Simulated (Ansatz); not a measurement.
# Mg, response to strain

Start from Mg in the hcp (Mg type) structure (space group P6_3/mmc, No. 194; a = 3.195 Å, c = 5.197 Å; relaxed with 0.1 eV smearing). Axes: x lies along a and z along c of the hexagonal cell.

Strains are applied to the cell and any free atomic positions relax; under biaxial strain the out-of-plane vector relaxes too.

All numbers come from DFT with PBE, PAW potentials and a 420 eV plane-wave cutoff in Ansatz (a quantum-chemistry and plane-wave program), spin-orbit coupling left out.

```json
[
 {"biaxial strain, plane normal [001], relaxed out of plane (%)": "0", "out-of-plane strain (%)": "0.00"},
 {"biaxial strain, plane normal [001], relaxed out of plane (%)": "0.5", "out-of-plane strain (%)": "-0.31"},
 {"biaxial strain, plane normal [001], relaxed out of plane (%)": "1", "out-of-plane strain (%)": "-0.63"},
 {"biaxial strain, plane normal [001], relaxed out of plane (%)": "1.5", "out-of-plane strain (%)": "-0.95"},
 {"biaxial strain, plane normal [001], relaxed out of plane (%)": "2", "out-of-plane strain (%)": "?"},
 {"biaxial strain, plane normal [001], relaxed out of plane (%)": "2.5", "out-of-plane strain (%)": "-1.62"},
 {"biaxial strain, plane normal [001], relaxed out of plane (%)": "3", "out-of-plane strain (%)": "-1.94"}
]
```

Q: Fit ε⊥ = −νε + γε² (strains in %) to the rows shown and predict the withheld row.

A: Least squares on the printed values gives ν = 0.62 (the biaxial Poisson response) and γ = -0.009 (largest residual 0.01 %); this predicts -1.28 %, and the run gives -1.29 %, in agreement.

No phonon test of stability was made.
